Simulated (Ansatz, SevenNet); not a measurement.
For GePt (model structure, started from the CoSn type, P6/mmm, No. 191, 6 atoms in the cell), the machine-learned potential SevenNet-0 (trained on PBE and PBE+U data) gives:

| Quantity | Result |
|---|---|
| lattice parameter a | 5.667 Å |
| lattice parameter c | 4.044 Å |

**Question.** What does r²SCAN+rVV10 (plane waves, PAW; Ansatz, an electronic-structure program) give for the same quantities?

**Answer.** 
- lattice constant a: 5.675 Å (rises by 0.1 %)
- lattice parameter c: 3.879 Å (decreases by 4.1 %)

Changes are worked out from the printed values.

Unless a cell is named, each level is at its own relaxed cell (SevenNet-0 18.74, r²SCAN+rVV10 18.03 Å³/atom).

Levels without +SOC leave out spin–orbit coupling, which shifts energies and cells of such heavy elements.

The crystal itself was run without spin with r²SCAN+rVV10; a magnetic state was not tried in these runs.

Ansatz's density-functional and Hartree–Fock values are scalar-relativistic unless marked +SOC, with PAW data made under PBE.

A model structure was made by putting elements into a prototype or built by hand; it is no filed structure, need not be a known phase, and can be a saddle point held by its symmetry.
